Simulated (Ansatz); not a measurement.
# F on the 1x1 (100) surface of monoclinic HfO2 (cut with top plane 2 O), one in a 1x1 cell, started at the site 'hollow O-O-O'

Host crystal: monoclinic HfO2, with a band gap (PBE, scalar-relativistic without spin-orbit coupling).

The numbers are results of PBE (plane waves to 420 eV, PAW; Ansatz, a program for electronic structure), not measurements.

Slab: 25 atoms, 9.3 Å thick at the start under the adsorbate (thin: gaps and levels are the slab's own); k 4x4x1, smearing 0.01 eV, dipole-corrected; 12 atoms held, the rest relaxed; no symmetry held; spin-polarised, ending with about 1.0 μB a cell, a value that depends on the mesh; orders that need a larger cell were not tried, no spin-orbit, no U, no dispersion correction. The slab shows no gap over 0.04 eV on its mesh. At the end it is bonded to Hf. In PBE it is, or lies within 0.03 eV of, the lowest of the starts that converged.

```json
{
 "adsorption energy against ½ F2(g)": "-1.81 eV",
 "work_function_of_the_top_face": "8.85 eV",
 "change_of_the_step_from_the_bottom_to_the_top_vacuum_level_against_the_clean_slab": "1.61 eV",
 "energy_released_by_relaxation": "1.81 eV",
 "height of the binding atom over the mean of the host atoms within 0.3 Å of the top one": "0.508 Å",
 "nearest_host_atoms_of_the_binding_atom": "Hf at 1.91 Å, O at 2.80 Å, O at 2.83 Å",
 "largest_move_of_a_host_atom": "0.45 Å",
 "caution": "the clean host was not checked against rearrangement in a larger or rattled cell",
 "note": "in the relaxation the adsorbate left its starting site by 1.0 Å",
 "cost": "about 90 core-minutes (a rough figure)"
}
```

A negative adsorption energy means that the adsorbate is more stable on the surface than in its reference.
